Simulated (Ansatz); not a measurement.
System: ZnO (model structure, started from the CsCl type, Pm-3m, No. 221, 2 atoms in the cell). Method: r²SCAN0 (PAW; Ansatz, a program for electronic structure).

Run with plane-wave cutoff 520 eV, 10×10×10 k mesh, Fermi–Dirac smearing 0.01 eV, scalar-relativistic PAW data made under PBE.

Cell (relaxed with PBEsol):

```
ZnO
1.0
    2.64423     0.00000     0.00000
    0.00000     2.64423     0.00000
    0.00000     0.00000     2.64423
Zn O
1 1
Direct
  0.00000   0.00000   0.00000
  0.50000   0.50000   0.50000
```

What does this level give for the band gap and smallest direct gap on the k points sampled?


- band gap = 1.95 eV (on the SCF k mesh) (indirect)
- smallest direct gap on the k points sampled = 3.26 eV

Note: the relaxation could raise the start's symmetry but not lower it, so the cell can be a saddle point; cell and atoms aren't relaxed at this level (pressure -4.5 GPa).

The result took roughly 2.2 core-minutes.

A model structure was made by putting elements into a prototype or built by hand; it is no filed structure, need not be a known phase, and can be a saddle point held by its symmetry.
